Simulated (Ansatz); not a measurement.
Surface: Si(111) 1x1 surface, 6 top atoms, 3 bilayers, bottom bilayer H-capped and fixed, every top atom capped by H; cell 11.5 x 6.6 Å; two neighbouring H replaced by OH; about 7 Å thick over the host's atoms, 18 atoms held. The numbers are results of PBE-D3(BJ) (plane waves to 420 eV, PAW; Ansatz, an electronic-structure program), not measurements. k mesh 1 x 2 x 1. The slab states were run without spin polarisation. Results hold for this slab, coverage and mesh. All energies are electronic energies at 0 K, without vibrations. Each state was relaxed from one prepared geometry.

End state of this step: H2O attacks the fragment of SiH4 (once exchanged) and H2 forms. Atoms near the product:

```
atom    x (Å)  y (Å)   z (Å)
------  -----  -----  ------
H(44)   7.668  6.660  11.002
H(45)   9.572  3.352  11.015
O(46)   5.772  3.411  11.165
Si(a0)  5.399  2.654  12.569
H(a2)   3.921  2.439  12.671
H(a3)   6.116  1.348  12.618
H(a4)   8.212  5.139  12.956
O(b0)   5.756  3.620  13.850
H(b1)   8.651  4.835  13.489
H(b2)   6.661  3.960  13.914
```

Task: What energy does it take to move H2 into the gas, one a cell, with the surface relaxed behind it, and what are its closest contacts before it leaves?

Result: 0.09 eV. Its closest contacts to the rest of the cell: H(a4)...H(b2) 2.17 Å, H(b1)...H(b2) 2.22 Å, H(a4)...H(44) 2.53 Å.
